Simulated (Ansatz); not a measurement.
Take Ru in the hcp (Mg type) structure (space group P6_3/mmc, No. 194) as the base.

```xyz
2
Lattice="2.6919 0.0000 0.0000 -1.3459 2.3312 0.0000 0.0000 0.0000 4.2457" Properties=species:S:1:pos:R:3 pbc="T T T"
Ru     0.0000     1.5542     3.1842
Ru     1.3459     0.7771     1.0614
```

Cartesian axes are those of the cell as printed.

All numbers come from PBEsol, PAW, 420 eV (Ansatz, a quantum-chemistry and plane-wave program; no spin-orbit coupling).

For the base:

The pressure is 0.0 GPa and the band gap comes out as zero. The volume per atom is 13.32 Å³.

Modification: biaxial strain +4.51 %, plane normal [001], relaxed out of plane (Cartesian); in-plane vectors clamped, the third vector and the atoms free.

### Question
What happens to the pressure, band gap and volume per atom?

### Answer
The pressure (mean of the normal stresses, compression positive) goes from zero to -16.5 GPa; the band gap remains zero; the volume per atom increases by 0.87 Å³ to 14.19 Å³.

Stability against distortions was not tested. All final runs are without spin polarisation.
